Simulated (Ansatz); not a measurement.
Consider AlN in the zinc blende structure (space group F-43m, No. 216; a = 4.342 Å). Axes: x, y, z lie along the cube axes.

All numbers come from LDA in Ansatz (plane waves to 420 eV, PAW, no spin-orbit coupling).

One thing is altered: an isotropic linear strain of +0.50 %, atoms relaxed at fixed cell.

**Question.** Predict the stress tensor and what it implies for the stiffness.

**Answer.** Stress of the strained cell less that of the base (GPa, compression positive):
```
  -3.05    0.00    0.00
   0.00   -3.05    0.00
   0.00    0.00   -3.05
```

Then B = −ΔP/(ΔV/V₀) with ΔV/V₀ = 0.0151 gives secant stiffness values (nonlinear terms included at this strain): B ≈ 202 GPa.

No phonon test of stability was made. This is not the structure that AlN has at room temperature and ambient pressure.

Ansatz is a first-principles code.
